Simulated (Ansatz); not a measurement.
Base system: Bi$_{2}$Se$_{3}$ in the Bi2Te3 type structure (space group R-3m, No. 166; a = 4.144 Å, c = 28.448 Å (hexagonal axes)).

(Cell as relaxed with PBE-D3(BJ).)

Levels (all Ansatz, a quantum-chemistry and plane-wave program, PAW): PBE-D3(BJ) (420 eV, scalar-relativistic without spin-orbit coupling); r2SCAN+rVV10 (500 eV, no spin-orbit coupling).

Each level relaxes its own structure.

```json
[
 {"base": "volume per atom", "PBE-D3(BJ)": "28.21 Å³", "r2SCAN+rVV10": "29.02 Å³"},
 {"base": "lattice parameter a", "PBE-D3(BJ)": "4.144 Å", "r2SCAN+rVV10": "4.145 Å"},
 {"base": "band gap", "PBE-D3(BJ)": "0.16 eV", "r2SCAN+rVV10": "0.60 eV"}
]
```

Now apply this change: every Bi is replaced by Pb, then cell and atoms are relaxed.

```
quantity         PBE-D3(BJ)  r2SCAN+rVV10
---------------  ----------  ------------
volume per atom    27.09 Å³      27.36 Å³
band gap               zero          zero
```

PBE-D3(BJ)'s volume per atom lies 0.27 Å³ below r2SCAN+rVV10's (1.0 %); the two agree on the band gap. Neither level is exact; r2SCAN+rVV10 is the comparison here, not a measurement.

With Bi present, leaving out spin-orbit coupling can change the band edges. No phonon test of stability was made. As relaxed here, Pb2Se3 is a hypothetical phase, not in the database extracts checked. The final runs are not spin-polarised. A zero or small gap of Bi2Se3 can be the functional's error rather than a property of the material.
